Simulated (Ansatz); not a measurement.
Output of an Ansatz run (abridged):

```
WARN ansatz: RAYON_NUM_THREADS=1 ignored (pool sized by the plan → 1); use --threads N
basis.fft_grid_basis auto: the FFT boxes are laid along the combinations [[1, 0, -1], [0, 1, -1], [0, 0, 1]] of the cell's own vectors, 4.335, 4.335 and 10.908 …
Pseudopotentials: kind: paw
Pseudopotential: Bi, paw, valence charge 15
Pseudopotential: Te, paw, valence charge 16
Pseudopotential: Se, paw, valence charge 16
Crystal: 5 atoms, lattice volume = 172.785 Å³
Basis set: ecut = 420.4159175005146 eV, 3407 PW (Γ), FFT grids on a1−a3, a2−a3, a3
Bands: 47, of which v1, the nominal top of the filled ones, is band 39 counted from 1 (38 counted from 0)
Symmetry: 6 space group operations
Space group: R3m (ITA 160), of the structure as read, at distance tolerance 5.6e-5 Å
k-points: 19 of 125 (time reversal used)
PAW frozen core: Bi, regenerated for the run's functional, and the local potential with it
PAW frozen core: Te, regenerated for the run's functional, and the local potential with it
PAW frozen core: Se, regenerated for the run's functional, and the local potential with it
Initial density: superposition of atomic densities (neutral atoms: chi_scale 0, normalization atom), corrected by the library's trained network
Initial wavefunctions: pseudopotential atomic-orbital guess
Eigensolver: davidson
Functional: x = slater, c = lda
SCF iter   1: F=—  HF=-43210.618178 eV  |F-HF|=—  |Δ(HF+E_count)|=         —  Δρ=3.93e-3  dr2=3.58e-2  ethr=1.77e-3  ⟨swp⟩=5.0  Hψ=2972  notcnv=0  defer=98
all-band conjugate gradients solve this SCF's bands
preconditioner: auto → Resta (q_TF=auto, 2.390 Å⁻¹)
SCF iter   2: F=—  HF=-43210.609471 eV  |F-HF|=—  |Δ(HF+E_count)|=   8.71e-3  Δρ=2.12e-3  dr2=8.33e-3  ethr=4.60e-5  ⟨swp⟩=3.1  Hψ=1240  notcnv=0  defer=111
SCF iter   3: F=—  HF=-43210.608455 eV  |F-HF|=—  |Δ(HF+E_count)|=   1.02e-3  Δρ=1.11e-3  dr2=2.97e-3  ethr=1.07e-5  ⟨swp⟩=3.1  Hψ=1093  notcnv=0  defer=111
SCF iter   4: F=—  HF=-43210.608081 eV  |F-HF|=—  |Δ(HF+E_count)|=   3.74e-4  Δρ=2.26e-4  dr2=1.54e-4  ethr=3.81e-6  ⟨swp⟩=2.5  Hψ=1299  notcnv=0  defer=111
SCF iter   5: F=—  HF=-43210.608060 eV  |F-HF|=—  |Δ(HF+E_count)|=   2.15e-5  Δρ=8.08e-5  dr2=1.39e-5  ethr=1.98e-7  ⟨swp⟩=2.1  Hψ=1596  notcnv=0  defer=88
SCF iter   6: F=—  HF=-43210.607947 eV  |F-HF|=—  |Δ(HF+E_count)|=   1.13e-4  Δρ=2.00e-5  dr2=1.13e-6  ethr=1.78e-8  ⟨swp⟩=2.1  Hψ=1591  notcnv=0  defer=47
SCF iter   7: F=—  HF=-43210.607947 eV  |F-HF|=—  |Δ(HF+E_count)|=   3.52e-7  Δρ=7.28e-6  dr2=1.79e-7  ethr=1.45e-9  ⟨swp⟩=2.0  Hψ=1602  notcnv=0  defer=47
SCF iter   8: F=-43210.607947 eV  HF=-43210.607947 eV  |F-HF|=4.17e-9  |Δ(HF+E_count)|=   1.78e-8  Δρ=2.13e-6  dr2=2.16e-8  ethr=1.28e-10  ⟨swp⟩=13.6  Hψ=5160  notcnv=0
SCF 1 converged in 8 iterations: F = -43210.607947 eV  dr2 = 2.16e-8
SCF converged after 8 iterations
Free energy (F): -43210.607947 eV
Harris-Foulkes:  -43210.607947 eV  (|F-HF|=4.17e-9)
Internal energy: -43210.607947 eV  (E = F + TS)
E sigma→0 (E₀):  -43210.607947 eV
Fermi energy:    7.486761 eV
--- Per-component energies (eV) ---
  E_band       = -1207.687861
  E_kinetic    = 1084.104652
  E_local      = -9143.345462  (includes V_loc(G=0)·N_el)
  E_nonlocal   = -68.544532
  E_hartree    = 4323.175620
  E_xc         = -651.796702
  E_vxc        = -596.582314  (∫ρ·V_xc dr)
  E_paw        = -31551.991146  (= ΣΔE_a)
  E_vpaw       = -1129.674231  (= ΣTr[D̂ρ^β])
  E_aug_tail   = -0.002007  (compensation charges beyond the density's cutoff)
  E_ewald      = -7205.773285
  E_core_change = 3.564915  (= ΣΔE_core)
  E_smearing   = -0.000000  (= −TS)
  E_closure    = -0.000000  (closes the sum)
  Σ components = -43210.607947   (vs F -43210.607947, Δ=0.00e0)
--- Forces (eV/Å), atoms counted from 1 ---
  atom   1  Bi     0.00000000    -0.00000001    -0.37313431
  atom   2  Bi    -0.00000000     0.00000000     0.07128267
  atom   3  Te    -0.00000000     0.00000001     0.45853182
  atom   4  Te     0.00000000    -0.00000000    -0.23090881
  atom   5  Se    -0.00000000     0.00000000     0.07418758
  max |Σ_I F_I| component: 4.10e-5 eV/Å
--- Stress (GPa, compression-positive) ---
       -3.115478      -0.000000       0.000000
       -0.000000      -3.115478      -0.000000
        0.000000      -0.000000      -3.388642
  P = ⅓ Tr σ = -3.2065 GPa (-32.065 kbar)
  The stress holds the Pulay correction. Without it, at fixed plane waves, as pw.x and ABINIT print it: P = -3.2347 GPa
--- Band table (eV; the first three rows and the last of 19) ---
  k-point 0: bands = ["-39.7055", "-39.7029", "-39.7029", "-39.6894", "-39.6894", "-28.6400", "-28.6400", "-28.6340", "-28.6340", "-28.6310", "-28.5218", "-28.5218", "-28.5202", "-28.5158", "-28.5158", "-15.2070", "-15.2070", "-15.1961", "-15.1923", [...]
  k-point 1: bands = ["-39.7055", "-39.7029", "-39.7029", "-39.6894", "-39.6894", "-28.6400", "-28.6396", "-28.6341", "-28.6339", "-28.6308", "-28.5219", "-28.5218", "-28.5200", "-28.5158", "-28.5154", "-15.2105", "-15.2030", "-15.1951", "-15.1923", [...]
  k-point 2: bands = ["-39.7055", "-39.7029", "-39.7029", "-39.6894", "-39.6894", "-28.6400", "-28.6391", "-28.6343", "-28.6338", "-28.6304", "-28.5221", "-28.5217", "-28.5197", "-28.5157", "-28.5147", "-15.2176", "-15.2001", "-15.1984", "-15.1866", [...]
  k-point 18: bands = ["-39.7055", "-39.7029", "-39.7029", "-39.6894", "-39.6894", "-28.6400", "-28.6396", "-28.6341", "-28.6339", "-28.6308", "-28.5219", "-28.5218", "-28.5200", "-28.5158", "-28.5154", "-15.2105", "-15.2030", "-15.1951", [...]
```

The structure:

```
CELL_PARAMETERS angstrom
      2.16745     1.25138    10.61733
     -2.16745     1.25138    10.61733
      0.00000    -2.50276    10.61733
ATOMIC_POSITIONS crystal
  Bi 0.60985 0.60985 0.60985
  Bi 0.39172 0.39172 0.39172
  Te 0.21960 0.21960 0.21960
  Te 0.78040 0.78040 0.78040
  Se 0.00000 0.00000 0.00000
```

Q: What input produced this log?

A: Other spellings and defaults could give the same log, and not every line can be read from it. The input that was run (DFT, LDA (PW92), plane waves, default PAW files made with PBE):

Ansatz 0.2 input:
```yaml
# Bi2Te2Se
crystal:
  lattice:
    - [2.16745300, 1.25138000, 10.61732700]
    - [-2.16745300, 1.25138000, 10.61732700]
    - [0.00000000, -2.50275900, 10.61732700]
  atoms:
    - { symbol: Bi, position_ang: [0.00000000, 0.00000061, 19.42502617] }
    - { symbol: Bi, position_ang: [0.00000000, 0.00000039, 12.47696244] }
    - { symbol: Te, position_ang: [-0.00000000, 0.00000022, 6.99469503] }
    - { symbol: Te, position_ang: [0.00000000, 0.00000078, 24.85728597] }
    - { symbol: Se, position_ang: [0.00000000, 0.00000000, 0.00000000] }
basis:
  ecutwfc: 30.9 Ry
kpoints:
  mp_grid: { grid: [5, 5, 5] }
hamiltonian:
  xc: lda
  pseudopotentials: { kind: paw }
scf:
  occupations: { method: fixed }
output:
  forces: true
  eigenvalues: true
  stress: true
```

The starting cell comes from a database of computed structures (which also holds hypothetical and non-ambient phases and stackings), without a prior relaxation at this level. Its lattice was rescaled by up to half a per cent. One atom was moved a little off its site on purpose. Spin-orbit coupling is off. With a pressure of about -3 GPa the cell is away from its equilibrium volume at this level. Ansatz's pressure includes its estimate of the finite-basis (Pulay) stress.

Ansatz is a first-principles code.
